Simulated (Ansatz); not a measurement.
The starting structures come from a database of crystals and need not be the phases stable at ambient conditions.

```
B6P
1.0
    5.97937     0.00000     0.00000
   -2.98969     5.17829     0.00000
    2.98969     1.72610     3.94255
B P
12 2
Cartesian
  0.00000   1.61121   0.33681
  5.97937   5.29318   3.60574
  1.59434   4.37268   0.33681
  4.38503   2.53170   3.60574
 -1.59434   4.37268   0.33681
  7.57371   2.53170   3.60574
  2.98968   4.09520   1.38857
  2.98968   2.80919   2.55398
  3.92767   5.71983   1.38857
  2.05170   1.18455   2.55398
  2.05170   5.71983   1.38857
  3.92767   1.18455   2.55398
  0.00000   3.45219   0.85072
  5.97937   3.45219   3.09183
```

Space group of this cell: R-3m. The cell is taken as given.

Transport runs along the normal of the first two printed cell vectors, the (001) plane of the conventional cell.

The gap is the functional's own, uncorrected, and κ follows it; spin-orbit coupling is left out. Mid-gap values are interpolated between the computed energies.

**Question.** Estimate the band gap and the smallest decay constant κ at mid-gap that r2SCAN in Ansatz (an electronic-structure program) returns for this system.

**Answer.** Gap 2.67 eV on a 8×8×8 mesh; κ = 0.260 1/Å, at (0.500, 0.000) of the in-plane reciprocal vectors. At the zone centre, at the nearest computed energy, the slowest state has κ = 0.28 1/Å.
